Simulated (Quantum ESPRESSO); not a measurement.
Quantum ESPRESSO run on As (R-3m, 2 atoms in the cell): self-consistent single point.

Method: PBE, GBRV 1.5 ultrasoft (PBE) pseudopotentials (plane waves; Quantum ESPRESSO).

```
As
1.0
    1.88940    -1.09085     3.53425
    0.00000     2.18169     3.53425
   -1.88940    -1.09085     3.53425
As
2
Cartesian
  0.00000   0.00000   2.45683
  0.00000   0.00000   8.19593
```

Reference input (self-consistent single point, DFT, PBE, plane waves, GBRV 1.5 ultrasoft (PBE) pseudopotentials): ecutwfc = 40 Ry; ecutrho = 200 Ry; occupations = smearing; smearing = fd; degauss = 0.0073499 Ry; potentials = {As: as_pbe_v1.uspp.F.UPF}; K_POINTS = automatic 9 9 9 0 0 0; conv_thr = 1e-10 Ry; mixing_beta = 0.7. This run's input differs from it in these lines:

```diff
@@ -17,4 +17,4 @@
     occupations = 'smearing'
-    smearing = 'fd'
-    degauss = 0.0073499
+    smearing = 'mp'
+    degauss = 0.02205
 /
@@ -30,3 +30,3 @@
 K_POINTS {automatic}
-9 9 9  0 0 0
+15 15 15  0 0 0
```

The program printed (abridged):

```
     Self-consistent Calculation

     iteration #  1     ecut=    40.00 Ry     beta= 0.70

     Threshold (ethr) on eigenvalues was too large:
     Diagonalizing with lowered threshold

     total energy              =     -80.54288526 Ry
     estimated scf accuracy    <       0.01026167 Ry

     iteration #  2     ecut=    40.00 Ry     beta= 0.70

     total energy              =     -80.54312592 Ry
     estimated scf accuracy    <       0.00081089 Ry

     iteration #  3     ecut=    40.00 Ry     beta= 0.70

     total energy              =     -80.54320825 Ry
     estimated scf accuracy    <       0.00000212 Ry

   [... 3 blocks of this kind left out ...]

     iteration #  7     ecut=    40.00 Ry     beta= 0.70

     total energy              =     -80.54324248 Ry
     estimated scf accuracy    <          1.5E-09 Ry

     iteration #  8     ecut=    40.00 Ry     beta= 0.70
     End of self-consistent calculation

     Number of k-points >= 100: set verbosity='high' to print the bands.

     the Fermi energy is     7.4993 ev

!    total energy              =     -80.54324248 Ry
     estimated scf accuracy    <          6.8E-11 Ry
     smearing contrib. (-TS)   =       0.00024244 Ry
     internal energy E=F+TS    =     -80.54348492 Ry

     convergence has been achieved in   8 iterations

     Forces acting on atoms (cartesian axes, Ry/au):

     atom    1 type  1   force =     0.00000000    0.00000000   -0.00812213
     atom    2 type  1   force =     0.00000000    0.00000000    0.00812213

     Total force =     0.011486     Total SCF correction =     0.000007

          total   stress  (Ry/bohr**3)                   (kbar)     P=       13.15
   0.00012384   0.00000000   0.00000000           18.22        0.00        0.00
   0.00000000   0.00012384   0.00000000            0.00       18.22        0.00
   0.00000000   0.00000000   0.00002056            0.00        0.00        3.02

   JOB DONE.
```

The run converged in 8 iterations. Against the reference run the free energy goes up by 7.0 meV/atom, the pressure moves little (1.25 to 1.32 GPa) and the largest force moves little (0.212 to 0.209 eV/Å).

The starting cell has typed, rounded lattice constants, without a prior relaxation at this level. Its lattice was rescaled by up to half a per cent. One atom was moved a little off its site on purpose.

Cost on one core of a shared machine: roughly 60 s.
